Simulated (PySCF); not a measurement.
PySCF 2.14.0, unrestricted PBE0/def2-svp, df: Cu(F)(k2OAc) (CC1[O][Cu]([F])<-[O]=1), charge 0, multiplicity 2, 9 atoms. The geometry is a generated start, not checked to be a minimum at this level.

```
Property                       Value
-------------------  ---------------
task                          energy
method                          pbe0
basis                       def2-svp
two-electron scheme  density fitting
mol.max_memory              16000 MB
mf.max_cycle                     100
mf.conv_tol          1e-09 (default)
mf.grids.level           3 (default)
basis functions                  116
grid points                   120728
```

Machine: one whole node, Arm Neoverse V2, 96 cores on 1 socket, no SMT, 1 L3 cache group.

Wall times, medians of two to five repeats, each run alone on the node (launch to exit). Unless noted, each process is bound to its own block of adjacent cores. The times hold for this build (PyPI wheel: OpenMP (GNU), a bundled serial OpenBLAS 0.3.3 under its C layer, NumPy's threaded OpenBLAS held to generic ARMv8 kernels, libcint, Libxc). Scratch files lie in a memory file system.

All on 16 threads, 1 BLAS thread. Base settings, kept where nothing else is said: mf.init_guess = minao (default), mf.DIIS = CDIIS (default), mf.diis_space = 8 (default), mf.level_shift = 0 (default), mf.damp = 0 (default), mf.diis_start_cycle = 1 (default). The settings tried:
- mf.init_guess = atom
- mf.damp = 0.5, mf.diis_start_cycle = 5
- mf.init_guess = huckel
- mf.level_shift = 0.2 Hartree
- mf.diis_space = 4
- mf.DIIS = ADIIS
- mf.diis_space = 16
- mf.DIIS = EDIIS
- mf.level_shift = 0.5 Hartree
- mf.init_guess = sap
- the base settings
- mf.init_guess = 1e

Problem. Name the extremes: fewest Fock builds (products with the orbital Hessian counted alike), shortest time, and any that don't converge.

Solution. Fewest Fock builds (products with the orbital Hessian counted alike), with those close behind: mf.init_guess = atom (20); mf.diis_space = 16 (21); the base settings (22). Shortest time: mf.init_guess = atom, 4.3 s; level within 8 % or the scatter of repeats: mf.diis_space = 16. No convergence: mf.DIIS = EDIIS (without SCF convergence in 100 cycles).

| setting | Fock builds (products with the orbital Hessian counted alike) | SCF cycles | wall time |
|---|---|---|---|
| mf.init_guess = atom | 20 | 18 | 4.3 s |
| mf.diis_space = 16 | 21 | 19 | 4.6 s |
| the base settings | 22 | 20 | 4.8 s |
| mf.level_shift = 0.2 Hartree | 26 | 24 | 5.5 s |
| mf.init_guess = huckel | 28 | 26 | 5.7 s |
| mf.damp = 0.5, mf.diis_start_cycle = 5 | 30 | 28 | 6.2 s |
| mf.init_guess = sap | 31 | 29 | 6.4 s |
| mf.level_shift = 0.5 Hartree | 31 | 29 | 6.5 s |
| mf.diis_space = 4 | 36 | 34 | 7.4 s |
| mf.init_guess = 1e | 40 | 38 | 8.1 s |
| mf.DIIS = ADIIS | 41 | 39 | 8.8 s |
| mf.DIIS = EDIIS | 101 | 100 | not converged |

6 planned settings were not run, for want of time.
